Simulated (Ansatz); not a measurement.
A periodic model of amorphous C$_{12}$Sb$_{12}$Te$_{36}$:

```xyz
60
Lattice="12.3249 0.7431 0.6886 0.7431 11.6379 0.5595 0.6886 0.5595 11.7966" Properties=species:S:1:pos:R:3 pbc="T T T"
C      4.6822     3.4019     3.9565
C      7.4442     9.5770     2.2136
C      3.2512     8.7718     8.7988
C      8.0652    10.0035     3.2781
C      2.9182     2.0333     2.5881
C      3.8259     2.7012     3.2399
C      8.5314    10.5820     4.3597
C      1.7539     5.8897     8.9307
C      4.0130     9.7389     9.3779
C     11.3684     1.4322     6.5962
C      2.6325     4.2458    11.8654
C      5.2560     4.9194     6.7059
Sb     5.6085     8.4980     2.6427
Sb     4.2063     2.7551    11.1930
Sb     6.5967     0.6743     4.3741
Sb     1.1073     4.2096    10.2858
Sb     9.1581    10.2363    12.0642
Sb     9.0832     2.5350     1.0652
Sb     1.2916     8.3827     0.5507
Sb    11.9871    12.2289     5.1336
Sb     0.9720     2.8977     1.9569
Sb     9.6656     2.6944     7.1834
Sb    13.3303    12.2926     8.7784
Sb     8.7899     8.6082     8.5614
Te    10.6427     6.4443     7.8824
Te     4.6289     3.0535     6.0973
Te     7.0499     1.0465    10.3648
Te    13.6789    12.4252    12.2879
Te     6.3052     8.6094     6.8299
Te     9.5966     5.2908    10.5037
Te     2.6963     2.0390     8.9144
Te     0.8756     1.8037     5.2406
Te     6.3849     1.4925     1.4412
Te     4.0354     6.4987     6.0016
Te     1.9122     8.9393     3.3814
Te    10.2573     5.3836     4.9370
Te    11.1632    10.3036     9.4262
Te     2.8501     5.6080     0.4815
Te    10.6134     8.1938     1.8297
Te     6.4003     4.6129    10.5854
Te     3.9529    11.7559     2.1905
Te     8.5635    12.1389     8.1801
Te     4.6733     9.6456    11.4021
Te     1.8471     5.2749     3.3397
Te     2.1261     8.9474     6.9977
Te    10.7701     2.6503     9.9578
Te     7.1359     6.7374     4.2715
Te     6.9714     5.1796     7.7804
Te     6.1458     4.4701     2.7830
Te     7.7999     7.7428    11.1595
Te     8.9476     2.4849     4.2253
Te     3.7059     6.7282     9.3048
Te    12.0051     7.8438     4.8161
Te     5.1524    11.1057     8.2253
Te    10.0031     9.9416     5.7488
Te     1.5828     5.1982     6.8754
Te     4.8234    10.3001     4.7643
Te    10.3696     5.3542     1.9794
Te    10.7001    11.3928     2.0367
Te    12.5727     8.0528    10.5922
```

These are PBE-D3(BJ), scalar-relativistic without spin-orbit coupling, PAW (Ansatz default set, large-core Te) (plane waves to 420 eV; Ansatz, a program for electronic structure) values and carry that method's errors.

Preparation: random packing, a CHGNet melt and quench, and a DFT relaxation. The hot cell started wider than the set density and was brought back towards it in steps. It is the lowest in DFT energy of 3 quenches. It is a model cell: composition and starting density were chosen by hand, and all elements were melted together. The geometry includes D3(BJ) dispersion. Its density started from a set value of 5.94 and ended at 6.14 g/cm³. Cooling (nominally 120 K/ps over its main leg) ran many orders faster than in experiment, which tends to leave more defects and strain. Values belong to this one cell and scatter from quench to quench. Volume and shape were free in the relaxation. On a 2×2×2 Γ-centred mesh force components of up to 0.26 eV/Å stay, since the relaxation ran on one k-point at (1/4, 1/4, 1/4).

Cut-offs for bonds: C-C 1.60 Å, C-Sb 2.48 Å, C-Te 2.46 Å, Sb-Sb 3.34 Å, Sb-Te 3.34 Å, Te-Te 3.16 Å.

**Question.** Give the coordination numbers, mean bond lengths and angles.

**Answer.** 
```json
{
 "Mean coordination of C": "3.08 (2 with 2, 7 with 3, 3 with 4)",
 "Mean coordination of Sb": "4.33 (2 with 3, 6 with 4, 2 with 5, 2 with 6)",
 "Mean coordination of Te": "2.81 (14 with 2, 15 with 3, 7 with 4)",
 "Mean Te-Te bond": "2.987 Å (spread 0.089 Å, 22 counted)",
 "Mean Sb-Te bond": "3.042 Å (spread 0.127 Å, 41 counted)",
 "Mean C-Te bond": "2.150 Å (spread 0.058 Å, 16 counted)",
 "Mean C-Sb bond": "2.211 Å (spread 0.034 Å, 11 counted)",
 "Bond angle at C": "mean 117.5°, spread 16.0°",
 "Bond angle at Sb": "mean 101.8°, spread 27.8°",
 "Bond angle at Te": "mean 104.1°, spread 29.0°"
}
```
